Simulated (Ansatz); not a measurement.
Defect migration in bcc Mo: interstitial P, neutral cell. All values below come from PBE, PAW (plane waves to 420 eV; Ansatz, an electronic-structure program).

Settings: 36 host sites, the relaxed PBE lattice, a 2×2×3 k-point mesh shifted by half a step, smearing 0.10 eV, spin-restricted, no image-charge correction. Energies are static. Sites that were not tried may lie lower.

Barriers: single points on a 3×3×5 k-point mesh shifted by half a step at the bands' geometries.

The step: several atoms move together, P the farthest; the atom moves 2.21 Å along (0.49, -0.49, 0.00) of the unit cell; the moving atom starts with neighbours 2 Mo at 2.18, 4 Mo at 2.32 Å and ends with 2 Mo at 2.18, 4 Mo at 2.32 Å.

Problem. Estimate the migration barrier of this step that PBE, PAW returns for this input.

Solution. 0.82 eV, the same both ways. At the saddle the moving atom has neighbours Mo at 2.16, 2 Mo at 2.23, Mo at 2.47, Mo at 2.52 Å. The saddle point's order was not checked, and it lies on a symmetry element of the cell, where a band can be held.
